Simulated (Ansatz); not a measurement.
Where the default PAW files enter, the runs use the earlier of Ansatz's two default sets.

The decay constant κ of evanescent states in the gap governs leakage through a thin film.

Given:

```
CELL_PARAMETERS angstrom
      3.73180     0.00000     0.00000
     -1.86590     3.23183     0.00000
      0.00000     0.00000    18.30517
ATOMIC_POSITIONS crystal
  Zn 0.33333 0.66667 0.83326
  Zn 0.66667 0.33333 0.33326
  Zn 0.66667 0.33333 0.66686
  Zn 0.33333 0.66667 0.16686
  Zn 0.00000 0.00000 0.49994
  Zn 0.00000 0.00000 0.99994
  S  0.33333 0.66667 0.95812
  S  0.66667 0.33333 0.45812
  S  0.66667 0.33333 0.79171
  S  0.33333 0.66667 0.29171
  S  0.00000 0.00000 0.62511
  S  0.00000 0.00000 0.12511
```

Space group of this cell: P6_3mc. The cell is strained (all lengths scaled by 0.98); by r2SCAN its mean pressure is 5.6 GPa.

Transport runs along the normal of the first two printed cell vectors, the (001) plane of the conventional cell.

No gap correction and no spin-orbit coupling; mid-gap values are interpolated between computed energies.

### Question
Predict the band gap and the smallest decay constant κ at mid-gap from r2SCAN run with Ansatz (a quantum-chemistry and plane-wave program).

### Answer
Gap 3.02 eV on a 12×12×2 mesh; κ = 0.185 1/Å, at the zone centre.
